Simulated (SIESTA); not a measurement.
Troubleshooting SIESTA: a failed run on CuS (Cmcm, 12 atoms in the cell). The aim is a self-consistent single point with DFT, GGA PBEsol, numerical atomic orbitals TZP, PseudoDojo PBEsol standard norm-conserving potentials (rewritten from UPF to PSML).

This input was run:

```
# files in the folder: Cu.psml S.psml (PseudoDojo PBEsol standard)
SystemName  CuS
SystemLabel CuS

NumberOfAtoms                12
NumberOfSpecies              2
%block ChemicalSpeciesLabel
  1 29 Cu
  2 16 S
%endblock ChemicalSpeciesLabel
LatticeConstant              1.0 Bohr
%block LatticeVectors
     3.555519703   -6.205860593    0.000000000
     3.555519703    6.205860593    0.000000000
     0.000000000    0.000000000   30.660806372
%endblock LatticeVectors
AtomicCoordinatesFormat      Bohr
%block AtomicCoordinatesAndAtomicSpecies
     3.555519703   -1.709094007   22.995604779  1
     3.555519703    1.709094007    7.665201593  1
     3.555519703   -2.020628209    3.280706282  1
     3.555519703    2.020628209   18.611109468  1
     3.555519703    2.020628209   27.380100090  1
     3.555519703   -2.020628209   12.049696904  1
     3.555519703   -2.397944533    7.665201593  2
     3.555519703    2.397944533   22.995604779  2
     3.555519703   -6.195931216    1.922432560  2
     3.555519703    6.195931216   17.252835746  2
     3.555519703    6.195931216   28.738373813  2
     3.555519703   -6.195931216   13.407970626  2
%endblock AtomicCoordinatesAndAtomicSpecies

XC.functional                GGA
XC.authors                   PBEsol
PAO.BasisSize                TZP
PAO.EnergyShift              0.005 Ry
MeshCutoff                   350 Ry
%block kgrid.MonkhorstPack
    3   0   0  0.5
    0   3   0  0.5
    0   0   1  0.5
%endblock kgrid.MonkhorstPack
OccupationFunction           MP
OccupationMPOrder            1
ElectronicTemperature        3156.43 K

MaxSCFIterations             4
SCF.Mixer.Method             Broyden
SCF.Mixer.Weight             0.1
SCF.Mixer.History            8
SCF.DM.Tolerance             1.0E-05
Diag.ParallelOverK           true
WriteForces                  true
Charge.Mulliken              end
```

Output, abridged:

```
        iscf     Eharris(eV)        E_KS(eV)     FreeEng(eV)     dDmax    Ef(eV) dHmax(eV)
   scf:    1   -31784.615208   -32429.717258   -32429.644957  1.111555  0.475452 50.970602
   scf:    2   -32838.009202   -32707.496040   -32707.451529  0.702951 -2.279717 15.402313
   scf:    3   -32733.560709   -32723.817920   -32723.820578  0.301750 -3.056722  5.716209
   scf:    4   -32728.023931   -32726.299948   -32726.321127  0.087361 -3.258019  3.335179
SCF_NOT_CONV: SCF did not converge in maximum number of steps (required).
SCF_NOT_CONV: SCF did not converge in maximum number of steps (required).
Geom step, scf iteration, dDmax, dHmax:    0     4      0.087361     0.245131
Geom step, scf iteration, dDmax, dHmax:    0     4      0.087361     0.245131

ABNORMAL_TERMINATION
ABNORMAL_TERMINATION
Stopping Program from Node:    0
Stopping Program from Node:    0
```

Task: What caused this, and what should be changed?

Result: The fault is an iteration limit that is too low. The loop is cut before its threshold is met, so whatever is printed at the end is not self-consistent. To fix it, raise the limit, or leave it to the default. The run ended unconverged after 4 iterations.

An input that runs soundly differs in these lines (not the only fix; some lines may just follow from the change or write a value another way):
```diff
-MaxSCFIterations             4
+MaxSCFIterations             150
```

With that input, the run converged in 21 iterations: free energy E − TS -32727.3653 eV; Fermi level (on the code's own zero) -3.65 eV; pressure -0.68 GPa; largest force (vector length) 1.395 eV/Å (DFT, GGA PBEsol, numerical atomic orbitals TZP, PseudoDojo PBEsol standard norm-conserving potentials (rewritten from UPF to PSML)).

On the sound input: the starting cell comes from a database of published, mostly measured structures (it also holds non-ambient and calculated ones), without a prior relaxation at this level. Spin polarisation is off. Values carry the incompleteness of an atom-centred basis. Forces in this geometry exceed 1 eV/Å. The run gives no clean gap (levels at the Fermi energy touch, overlap or are partly filled at this smearing), which alone does not show that the compound is a metal. Without a gap this mesh is coarse (it stands for a supercell whose shortest vector is 11 Å).
